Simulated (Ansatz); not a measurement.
Ansatz (a quantum-chemistry and plane-wave program) run on CsVN₂ (R3m, 8 atoms in the cell): self-consistent single point.

Level of theory: PBEsol, default PAW files made with PBE (plane waves; Ansatz).

```
CsVN2
1.0
    0.00000     4.19280     4.19280
    4.19280     0.00000     4.19280
    4.19280     4.19280     0.00000
Cs V N
2 2 4
Cartesian
  2.12527   2.12527   2.12527
  0.00000   0.00000   0.00000
  6.28919   6.28919   6.28919
  4.19280   4.19280   4.19280
  5.24099   5.24099   5.24099
  5.24099   3.14460   3.14460
  3.14460   3.14460   5.24099
  3.14460   5.24099   3.14460
```

Reference input (self-consistent single point, DFT, PBEsol, plane waves, default PAW files made with PBE): basis.ecutwfc = 420 eV; kpoints.mp_grid.grid = 4 4 4; hamiltonian.xc = pbesol; hamiltonian.pseudopotentials = {kind: paw} (the program's default PAW files); scf.occupations.method = fixed. This run's input differs from it in these lines:

Ansatz 0.2 input:
```diff
@@ -15,3 +15,3 @@
 basis:
-  ecutwfc: 420.0
+  ecutwfc: 460.0
 kpoints:
```

The program printed (abridged):

```
SCF iter   1: F=—  HF=-18462.854796 eV  |F-HF|=—  |Δ(HF+E_count)|=         —  Δρ=8.29e-3  dr2=1.03e-1  ethr=1.77e-3  ⟨swp⟩=4.6  Hψ=1853  notcnv=0  defer=74
all-band conjugate gradients solve this SCF's bands
preconditioner: auto → Resta (q_TF=auto, 2.374 Å⁻¹)
SCF iter   2: F=—  HF=-18462.824940 eV  |F-HF|=—  |Δ(HF+E_count)|=   2.99e-2  Δρ=2.34e-3  dr2=1.04e-2  ethr=1.61e-4  ⟨swp⟩=2.1  Hψ=846  notcnv=0  defer=75
   [... lines left out ...]
SCF iter   7: F=—  HF=-18462.822711 eV  |F-HF|=—  |Δ(HF+E_count)|=   2.90e-6  Δρ=2.93e-5  dr2=1.69e-6  ethr=4.86e-8  ⟨swp⟩=2.0  Hψ=715  notcnv=0  defer=43
SCF iter   8: F=—  HF=-18462.822711 eV  |F-HF|=—  |Δ(HF+E_count)|=   3.53e-7  Δρ=2.20e-5  dr2=1.17e-6  ethr=2.64e-9  ⟨swp⟩=2.2  Hψ=700  notcnv=0  defer=44
SCF iter   9: F=—  HF=-18462.822711 eV  |F-HF|=—  |Δ(HF+E_count)|=   9.37e-8  Δρ=6.17e-6  dr2=1.01e-7  ethr=1.83e-9  ⟨swp⟩=2.0  Hψ=598  notcnv=0  defer=43
SCF iter  10: F=-18462.822711 eV  HF=-18462.822711 eV  |F-HF|=1.19e-8  |Δ(HF+E_count)|=   1.10e-8  Δρ=3.13e-6  dr2=1.84e-8  ethr=1.56e-10  ⟨swp⟩=13.3  Hψ=2484  notcnv=0
SCF 1 converged in 10 iterations: F = -18462.822711 eV  dr2 = 1.84e-8
Free energy (F): -18462.822711 eV
Internal energy: -18462.822711 eV  (E = F + TS)
E sigma→0 (E₀):  -18462.822711 eV
Fermi energy:    8.027029 eV
--- Forces (eV/Å), atoms counted from 1 ---
  atom   1  Cs    -0.06301837    -0.06301837    -0.06301837
  atom   2  Cs     0.03109806     0.03109806     0.03109806
  atom   3  V      0.01599797     0.01599797     0.01599797
  atom   4  V      0.02460907     0.02460907     0.02460907
  atom   5  N      0.00768030     0.00768030     0.00768030
  atom   6  N     -0.01165772    -0.00235493    -0.00235493
  atom   7  N     -0.00235493    -0.00235493    -0.01165772
  atom   8  N     -0.00235493    -0.01165772    -0.00235493
--- Stress (GPa, compression-positive) ---
       -3.920847      -0.034910      -0.034910
       -0.034910      -3.920847      -0.034910
       -0.034910      -0.034910      -3.920847
  P = ⅓ Tr σ = -3.9208 GPa (-39.208 kbar)
  The stress holds the Pulay correction. Without it, at fixed plane waves, as pw.x and ABINIT print it: P = -3.9755 GPa
```

The run converged in 10 iterations. Against the reference run the free energy drops by 2.1 meV/atom, the pressure stays at -3.92 GPa, the largest force stays at 0.109 eV/Å and the gap on the mesh moves little (0.481 to 0.482 eV).

The starting cell comes from a database of computed structures (which also holds hypothetical and non-ambient phases and stackings), without a prior relaxation at this level. Its lattice was rescaled by up to half a per cent. One atom was moved a little off its site on purpose. Ansatz's pressure includes its estimate of the finite-basis (Pulay) stress.
